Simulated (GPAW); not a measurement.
GPAW run on SrAlGe (P1, 3 atoms in the cell): self-consistent single point.

Computed with PBEsol, GPAW PAW datasets PBEsol (made by gpaw-setup) (plane waves; GPAW).

The change in words: atoms moved at random. Reference geometry:
```xyz
3
Lattice="4.3773 0.0000 0.0000 -2.1886 3.7908 0.0000 0.0000 0.0000 4.8689" Properties=species:S:1:pos:R:3 pbc="T T T"
Sr     0.0000     0.0000     0.0000
Al     2.1886     1.2636     2.4344
Ge     0.0000     2.5272     2.4344
```

Reference input (self-consistent single point, DFT PBEsol, plane waves, GPAW PAW datasets PBEsol (made by gpaw-setup)): mode = pw; ecut = 550 eV; xc = PBEsol; kpts = 9 9 7; mesh shift (steps) = 0 0 0; occupations.name = methfessel-paxton; occupations.width = 0.2 eV; occupations.order = 0; nbands = -9; symmetry.symmorphic = false; symmetry.tolerance = 0.0005; maxiter = 120. This run's input differs from it in these lines:

```diff
@@ -8,5 +8,5 @@
                     [0.000000, 0.000000, 4.868866]],
-              positions=[[0.000000, 0.000000, 0.000000],
-                         [2.188650, 1.263615, 2.434433],
-                         [-0.000002, 2.527233, 2.434433]],
+              positions=[[-0.030059, 0.003184, -0.009806],
+                         [2.177514, 1.237056, 2.473472],
+                         [0.041193, 2.550608, 2.405200]],
               pbc=True)
```

Output, abridged:

```
     iter     time        total  log10-change:
                         energy   eigst   dens
iter:   1 --:--:--   -12.295511
iter:   2 --:--:--   -12.318898   -1.69  -1.13
iter:   3 --:--:--   -12.242824   -2.32  -1.17
iter:   4 --:--:--   -12.280492   -2.60  -1.44
iter:   5 --:--:--   -12.240900   -2.97  -1.72
iter:   6 --:--:--   -12.241690   -4.80  -2.41
iter:   7 --:--:--   -12.240784c  -4.46  -2.55
iter:   8 --:--:--   -12.240598c  -4.74  -2.87
iter:   9 --:--:--   -12.240590c  -5.61  -3.09
iter:  10 --:--:--   -12.240586c  -6.26  -3.49
iter:  11 --:--:--   -12.240586c  -7.51c -3.70
iter:  12 --:--:--   -12.240581c  -6.92  -3.73
iter:  13 --:--:--   -12.240580c  -8.64c -3.93
iter:  14 --:--:--   -12.240577c  -8.03c -3.98
iter:  15 --:--:--   -12.240576c  -7.96c -4.10c
Converged after 15 iterations.

Dipole moment: (1.048863, -0.227792, 0.310202) |e|*Ang

Energy contributions relative to reference atoms: (reference = -150090.473310)

Kinetic:        +11.507891
Potential:       -7.526829
External:        +0.000000
XC:             -15.963849
Entropy (-ST):   -0.026753
Local:           -0.244413
SIC:             +0.000000
--------------------------
Free energy:    -12.253953
Extrapolated:   -12.240576

Showing only first 2 kpts
 Kpt  Band  Eigenvalues  Occupancy
  0     6      4.01106    2.00000
  0     7      4.30994    2.00000
  0     8      4.65810    2.00000
  0     9      5.83059    0.02172

  1     6      4.06467    2.00000
  1     7      4.37112    2.00000
  1     8      5.17324    1.98137
  1     9      6.27001    0.00000

Fermi level: 5.50598

No gap
No difference between direct/indirect transitions
Energy (eV): -12.240576

Forces in eV/Ang:
  0 Sr    0.08823   -0.01669    0.05819
  1 Al    0.30251    0.38922   -0.04013
  2 Ge   -0.39054   -0.37233   -0.01829

Stress tensor:
     0.022999     0.004145    -0.000254
     0.004145     0.016407    -0.000161
    -0.000254    -0.000161     0.018388
Stress (GPa, Voigt): [ 3.6849  2.6287  2.9462 -0.0258 -0.0406  0.6641]
```

The run converged in 15 iterations. GPAW prints stress with tension positive. Against the reference run the free energy goes up by 7.3 meV/atom, the pressure goes from -3.19 to -3.09 GPa and the largest force goes from 0.000 to 0.540 eV/Å.

The starting cell comes from a database of computed structures (which also holds hypothetical and non-ambient phases and stackings), without a prior relaxation at this level. Its lattice was rescaled by a random factor within 2.5 % of one. For this run, on top of that: atoms moved at random. With a pressure of about -3 GPa the cell is away from its equilibrium volume at this level.

Cost on one core of a shared machine: roughly 4 min.
